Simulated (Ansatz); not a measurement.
**AlN, response to strain**

Consider AlN in the zinc blende structure (space group F-43m, No. 216; a = 4.3698 Å). Axes: x, y, z lie along the cube axes.

Strains are applied to the cell and any free atomic positions relax.

All numbers come from r2SCAN (Ansatz, an electronic-structure program), without spin-orbit coupling.

Candidates:
(a) uniaxial strain ε_zz = −1.50 %
(b) uniaxial strain ε_zz = −3.00 %
(c) uniaxial strain ε_zz = −2.50 %
(d) uniaxial strain ε_zz = −1.00 %

Base values:

```
Quantity               Value
-------------------  -------
Smallest direct gap  4.84 eV
```

Task: Order them by smallest direct gap, lowest first.

Result: (d) uniaxial strain ε_zz = −1.00 % (4.91 eV), (a) uniaxial strain ε_zz = −1.50 % (4.94 eV), (c) uniaxial strain ε_zz = −2.50 % (5.01 eV), (b) uniaxial strain ε_zz = −3.00 % (5.04 eV)

No phonon test of stability was made. This is not the structure that AlN has at room temperature and ambient pressure.
